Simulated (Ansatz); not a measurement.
Rh in the fcc (Cu type) structure (space group Fm-3m, No. 225)

Space group Fm-3m (No. 225); a = b = c = 3.7800 Å, α = β = γ = 90.00°

```
atom  site  symmetry       x       y       z
----  ----  --------  ------  ------  ------
Rh      4a      m-3m  0.0000  0.0000  0.0000
```
(The calculation used a cell of 1 atom; values per cell refer to that cell.)

The values are results of DFT with PBEsol, PAW potentials and a 420 eV plane-wave cutoff in Ansatz (a quantum-chemistry and plane-wave program), without spin-orbit coupling, not measurements. Γ-centred 21×21×21 mesh, Fermi–Dirac width 0.05 eV.

The volume per atom is 13.50 Å³ and the density is 12.66 g/cm³. The band gap is zero. The total energy comes out as -6338.746 eV/atom (σ→0; compares only within this code and set-up).

No phonon test of stability was made. All final runs are without spin polarisation.
